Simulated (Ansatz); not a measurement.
Start from ZrSe2 in the CdI2 type structure (space group P-3m1, No. 164; layered, stacked along the Cartesian z axis).

```xyz
3
Lattice="3.7351 0.0000 0.0000 -1.8675 3.2347 0.0000 0.0000 0.0000 6.0315" Properties=species:S:1:pos:R:3 pbc="T T T"
Zr     0.0000     0.0000     0.0000
Se     0.0000     2.1564     1.5988
Se     1.8675     1.0782     4.4328
```

Cartesian axes are those of the cell as printed.

Calculations: PBE-D3(BJ) (Ansatz, a program for electronic structure; PAW; 420 eV plane waves; without spin-orbit coupling).

Before the change:

```
Item                            Result
-----------------------------  -------
Shortest interatomic distance  2.684 Å
Pressure                       0.0 GPa
Band gap                          zero
```

One thing is altered: biaxial strain −2.00 %, plane normal [001], relaxed out of plane (Cartesian); in-plane vectors clamped, the third vector and the atoms free.

**Question.** What does the calculation give for the shortest interatomic distance, pressure and band gap after the change?

**Answer.** The shortest interatomic distance shrinks by 0.0137 Å to 2.671 Å; the pressure (mean of the normal stresses, compression positive) goes from zero to 1.8 GPa; the band gap remains zero.

No phonon test of stability was made. The final runs are not spin-polarised. Gaps under 0.05 eV, about the width of the smearing, are given as zero. A zero or small gap of ZrSe2 can be the functional's error rather than a property of the material.
